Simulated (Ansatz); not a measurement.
# Rb: x(Y) = 0.25, 4 atoms, P2/m

Base system: Rb in the bcc (W type) structure (space group Im-3m, No. 229; a = 5.575 Å).

The other end (x = 1) is Y in the bcc (W type) structure (space group Im-3m, No. 229; a hypothetical phase, not in the database extracts checked): 31.37 Å³/atom, gap zero; this end may not be an ambient phase.

The change: a fraction x = 0.25 of the Rb sites is given to Y, ordered in a cell of 4 atoms (starting symmetry P2/m) and fully relaxed.

Level of theory: PBEsol in Ansatz (plane waves to 420 eV, PAW, no spin-orbit coupling). Settings: 12×7×6 k-points, 0.05 eV Fermi–Dirac smearing, for the changed cell.

The volume per atom drops by 28.096 Å³ to 58.55 Å³ and the density rises by 0.81 g/cm³ (1.64 g/cm³ → 2.45 g/cm³). The band gap stays zero and the mixing energy comes out as +0.48 eV/atom (to 0.01 eV only: unlike meshes or grids) (against an end that may be hypothetical). The deviation of the volume from the linear (Vegard-type) interpolation amounts to -19.6 %.

Final structure:

```xyz
4
Lattice="3.8734 0.0000 0.0000 0.0000 7.1284 0.0000 -1.3897 0.0000 8.4814" Properties=species:S:1:pos:R:3 pbc="T T T"
Rb     0.0000     0.0000     0.0000
Y      1.2419     0.0000     4.2407
Rb     2.8019     3.5642     2.2958
Rb    -0.3182     3.5642     6.1856
```

These are small ordered cells, not random alloys; other orderings at the same x differ. No phonon test of stability was made. All final runs are without spin polarisation. Rb3Y and Y have a high density of states at the Fermi level and may be magnetic at this level.

Ansatz is an electronic-structure program.
